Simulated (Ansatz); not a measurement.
Start from Ge in the diamond structure (space group Fd-3m, No. 227; a = 5.676 Å).

Now apply this change: C takes the place of Ge on all its sites; the structure is relaxed again.

All numbers come from Ansatz (an electronic-structure program), PBEsol, PAW, cutoff 420 eV, without spin-orbit coupling.

Q: Give the band edges at the high-symmetry points of the new zone, measured from its valence-band maximum.

A: 
```json
[
 {"point": "Γ", "valence edge (eV)": "0.00", "conduction edge (eV)": "5.57"},
 {"point": "X", "valence edge (eV)": "-6.41", "conduction edge (eV)": "4.63"},
 {"point": "U", "valence edge (eV)": "-5.46", "conduction edge (eV)": "5.56"},
 {"point": "K", "valence edge (eV)": "-5.46", "conduction edge (eV)": "5.56"},
 {"point": "L", "valence edge (eV)": "-2.85", "conduction edge (eV)": "8.43"},
 {"point": "W", "valence edge (eV)": "-8.51", "conduction edge (eV)": "10.51"}
]
```

The gap is 4.03 eV, indirect, Γ → Γ–X (75 % along).

Stability against distortions was not tested.
